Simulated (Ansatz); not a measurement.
## How the band gap of Ba2InSbO6 (model structure, started from the Ba2BiTaO6 type, R-3, No. 148, 10 atoms in the cell) moves with the method

No measured value is used here.

| level (code) | value (eV) |
|---|---|
| LDA (Ansatz) | [?] |
| PBEsol+SOC (Ansatz) | 1.14 |
| r²SCAN+SOC (Ansatz) | 1.86 |
| HSE06 (Ansatz) | 2.79 |

**Question.** Fill in the missing entries.

**Answer.** 
- LDA (Ansatz, a program for electronic structure), value (eV): 1.07

Computed values are for a static lattice. Levels without +SOC have no spin–orbit coupling; where heavier elements are present it shifts gaps, mostly down, and can invert bands.  PBEsol+SOC, r²SCAN+SOC: the gap is read on the k mesh or supercell of the run alone and can be too large. Values are at the PBEsol cell. Cutoffs and k meshes differ between the levels. Ansatz's density-functional and Hartree–Fock values are scalar-relativistic unless marked +SOC, with PAW data made under PBE.

A model structure was made by putting elements into a prototype or built by hand; it is no filed structure, need not be a known phase, and can be a saddle point held by its symmetry.
